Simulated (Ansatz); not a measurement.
Start from AgRhS2O8 (space group C2/m, No. 12; a cell from a computed database, its experimental status unchecked).

```
CELL_PARAMETERS angstrom
      3.98646    -2.58055     0.00000
      3.98646     2.58055     0.00000
     -0.12186     0.00000     7.25335
ATOMIC_POSITIONS crystal
  Ag 0.00000 0.00000 0.50000
  Rh 0.00000 0.00000 0.00000
  S  0.35813 0.35813 0.21250
  S  0.64187 0.64187 0.78750
  O  0.27527 0.27527 0.38904
  O  0.72473 0.72473 0.61096
  O  0.23392 0.70875 0.20529
  O  0.76608 0.29125 0.79471
  O  0.29125 0.76608 0.79471
  O  0.70875 0.23392 0.20529
  O  0.24983 0.24983 0.04360
  O  0.75017 0.75017 0.95640
```

Cartesian axes are those of the cell as printed.

Method: PBEsol (Ansatz, an electronic-structure program; PAW; 420 eV plane waves; spin-orbit coupling left out), earlier PAW set.

The change: a pure shear with ε_yz = ε_zy = 0.0190, atoms relaxed at fixed cell.

Predict the stress tensor and what it implies for the stiffness.

Stress of the strained cell less that of the base (GPa, compression positive):
```
   0.42    0.30   -0.01
   0.30   -0.30   -0.68
  -0.01   -0.68    0.43
```

Then −Δσ/γ with γ = 2ε = 0.0380 gives secant stiffness values (nonlinear terms included at this strain): C44 ≈ 18 GPa.

Whether these cells are dynamically stable was not tested.
